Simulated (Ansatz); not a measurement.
CdS: response to strain

The parent structure is CdS in the zinc blende structure (space group F-43m, No. 216; a = 5.757 Å). Axes: x, y, z lie along the cube axes.

Strains are applied to the cell and any free atomic positions relax; under biaxial strain the out-of-plane vector relaxes too.

Level of theory: Ansatz (a program for electronic structure), LDA, PAW, cutoff 420 eV, without spin-orbit coupling.

Notes on the quantities. energy relative to the base: free energy F; in-plane stress: mean in-plane stress (compression positive).

| variant | energy relative to the base | in-plane stress | band gap |
|---|---|---|---|
| base | 0 meV/atom | – | 0.95 eV |
| biaxial strain −3.00 %, plane normal [001], relaxed out of plane | +7.3 meV/atom | +1.7 GPa | 0.89 eV |
| biaxial strain −2.50 %, plane normal [001], relaxed out of plane | +5.0 meV/atom | +1.4 GPa | 0.90 eV |
| biaxial strain −2.00 %, plane normal [001], relaxed out of plane | +3.2 meV/atom | +1.1 GPa | 0.91 eV |
| biaxial strain −1.50 %, plane normal [001], relaxed out of plane | +1.8 meV/atom | +0.8 GPa | 0.92 eV |
| biaxial strain −1.00 %, plane normal [001], relaxed out of plane | … | … | … |
| biaxial strain +0.50 %, plane normal [001], relaxed out of plane | +0.2 meV/atom | -0.3 GPa | 0.92 eV |
| biaxial strain +1.00 %, plane normal [001], relaxed out of plane | +0.7 meV/atom | -0.5 GPa | 0.89 eV |
| biaxial strain +1.50 %, plane normal [001], relaxed out of plane | +1.7 meV/atom | -0.7 GPa | 0.86 eV |
| biaxial strain +2.00 %, plane normal [001], relaxed out of plane | +2.9 meV/atom | -1.0 GPa | 0.83 eV |

What belongs in the blanks?


- biaxial strain −1.00 %, plane normal [001], relaxed out of plane, energy relative to the base: +0.8 meV/atom
- biaxial strain −1.00 %, plane normal [001], relaxed out of plane, in-plane stress: +0.5 GPa
- biaxial strain −1.00 %, plane normal [001], relaxed out of plane, band gap: 0.93 eV

No phonon test of stability was made.
